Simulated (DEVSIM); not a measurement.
Device: Si p+/n-/n+ power diode, at 300 K.

Layer 1 from the left is Si, thickness (μm) 2.00, Na (cm⁻³) 1.2e18, τn (s) 5.4e-6, τp (s) 5.4e-6. Layer 2 from the left is Si, thickness (μm) 53.0, Nd (cm⁻³) 2e14, τn (s) 5.4e-6, τp (s) 5.4e-6. Layer 3 from the left is Si, thickness (μm) 5.70, Nd (cm⁻³) 2.7e18, τn (s) 5.4e-6, τp (s) 5.4e-6.

Left contact: ohmic. Right contact: ohmic. Voltage is applied to the left contact. Recombination: SRH at mid-gap. Gap narrowing is on: ΔEg = 6.92 meV × (l + √(l² + 0.5)), l = ln(N/1.3e17 cm⁻³), shared equally by both band edges. Mobility is constant in doping.

The device is made up for the run: typed textbook-type constants, with dimensions and the other settings drawn at random. Values at 300 K.

Si: gap (eV) 1.124, affinity (eV) 4.05, permittivity 11.7, Nc (cm⁻³) 2.86e19, Nv (cm⁻³) 3.1e19, μn (cm²/Vs) 1417, μp (cm²/Vs) 470.

DEVSIM, 1D drift-diffusion, Boltzmann statistics, complete ionisation; no tunnelling, impact ionisation, image-force lowering or self-heating.

Task: What does the simulation give for the potential step across the device at zero bias, the dark forward voltage at 100 A/cm², the dark forward voltage at 1 A/cm²?

Result: potential step across the device at zero bias 0.942 V; dark forward voltage at 100 A/cm² 0.822 V; dark forward voltage at 1 A/cm² 0.653 V.
